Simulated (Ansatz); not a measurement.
The starting structures come from a database of crystals and need not be the phases stable at ambient conditions.

 Where the default PAW files enter, the runs use the earlier of Ansatz's two default sets.

Consider the following.

```xyz
7
Lattice="4.3652 0.0000 0.0000 0.0000 7.4055 0.0000 0.0000 0.0000 7.4055" Properties=species:S:1:pos:R:3 pbc="T T T"
K      2.1826     3.7028     0.0000
K      2.1826     0.0000     3.7028
Pt     0.0000     0.0000     0.0000
Br     0.0000     5.6706     5.6706
Br     0.0000     1.7349     1.7349
Br     0.0000     5.6706     1.7349
Br     0.0000     1.7349     5.6706
```

Space group of this cell: P4/mmm. The cell is taken as given; by PBEsol its mean pressure is -0.8 GPa.

Transport runs along the normal of the first two printed cell vectors, the (100) plane of the conventional cell.

No gap correction and no spin-orbit coupling; mid-gap values are interpolated between computed energies.

Task: Compute, with Ansatz (a program for electronic structure) with PBEsol, the band gap and the smallest decay constant κ at mid-gap.

Result: Gap 1.39 eV on a 8×4×4 mesh; κ = 0.273 1/Å, at (0.000, 0.500) of the in-plane reciprocal vectors. At the zone centre, at the nearest computed energy, the slowest state has κ = 0.32 1/Å.
